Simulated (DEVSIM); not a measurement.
Structure: illuminated Si p-on-n cell, one wavelength, at 300 K.

Layer 1 from the left is Si, thickness (μm) 0.230, Na (cm⁻³) 3.5e18, τn (s) 0.00013, τp (s) 5.9e-5, absorption coefficient (cm⁻¹) 250. Layer 2 from the left is Si, thickness (μm) 220, Nd (cm⁻³) 2.9e17, τn (s) 0.00093, τp (s) 0.00093, absorption coefficient (cm⁻¹) 250.

Left contact: ohmic, minority electron recombination velocity 2e6 cm/s. Right contact: ohmic, minority hole recombination velocity 5000 cm/s. Voltage is applied to the left contact. Recombination: SRH at mid-gap, radiative, Auger. Light enters at the left, 3.4e17 photons cm⁻² s⁻¹, one pass, no reflection. Mobility is constant in doping.

The device is made up for the run: typed textbook-type constants, with dimensions and the other settings drawn at random. Values at 300 K.

Si: gap (eV) 1.124, affinity (eV) 4.05, permittivity 11.7, Nc (cm⁻³) 2.86e19, Nv (cm⁻³) 3.1e19, μn (cm²/Vs) 1417, μp (cm²/Vs) 470, B (cm³/s) 4.7e-15, Cn (cm⁶/s) 2.8e-31, Cp (cm⁶/s) 9.9e-32.

Simulated with DEVSIM: 1D drift-diffusion, Boltzmann statistics, complete ionisation; no tunnelling, impact ionisation, image-force lowering or self-heating.

Dark forward current:

| |V| (V) | |J| (A/cm²) |
|---|---|
| 0.15 | 1.598e-9 |
| 0.20 | 1.105e-8 |
| 0.25 | 7.634e-8 |
| 0.30 | 5.277e-7 |
| 0.35 | 3.648e-6 |
| 0.40 | 2.522e-5 |
| 0.45 | 0.0001744 |
| 0.50 | 0.001206 |
| 0.55 | 0.008336 |
| 0.60 | 0.05760 |
| 0.65 | 0.3965 |
| 0.70 | 2.662 |
| 0.75 | 15.61 |
| 0.80 | 60.96 |
| 0.85 | 147.3 |
| 0.90 | 264.6 |
| 0.95 | 405.4 |
| 1.00 | 566.4 |
| 1.05 | 746.0 |
| 1.10 | 943.4 |
| 1.15 | 1158 |
| 1.20 | 1390 |
| 1.25 | 1638 |
| 1.30 | 1903 |
| 1.35 | 2183 |

### Question
Work out the local ideality factor n = ΔV / (kT/q · ln(J2/J1)) between the rows 0.15 and 0.20 V, 0.40 and 0.45 V, 1.30 and 1.35 V.

### Answer
kT/q = 25.85 mV. From 0.15 to 0.20 V: ln(1.105e-8/1.598e-9) = 1.934, n = 1.00, near the 1 of diffusion or emission over a barrier. From 0.40 to 0.45 V: ln(0.0001744/2.522e-5) = 1.934, n = 1.00, near the 1 of diffusion or emission over a barrier. From 1.30 to 1.35 V: ln(2183/1903) = 0.137, n = 14.09.

### Question
What current could the absorbed light give at most, and what share is collected?

### Answer
Σ αd = 5.51, so qΦ(1 − exp(−Σ αd)) = 54.3 mA/cm². The simulated short-circuit current is 43.56 mA/cm², a share of 0.80.

### Question
Estimate the open-circuit voltage by superposition: the voltage at which the dark current equals that short-circuit current.

### Answer
Interpolating ln J in the table gives 0.593 V. The simulation gives 0.593 V, the same within the digits that matter. Superposition holds where collection doesn't change with voltage.

### Question
Estimate the fill factor from FF0 = (v − ln(v + 0.72))/(v + 1), v = qVoc/(nkT), with n from the dark curve.

### Answer
The rows about Voc, 0.55 and 0.60 V, give n = 1.00, so v = 22.9 and FF0 = 0.826. The simulation gives 0.827, the same within the digits that matter.
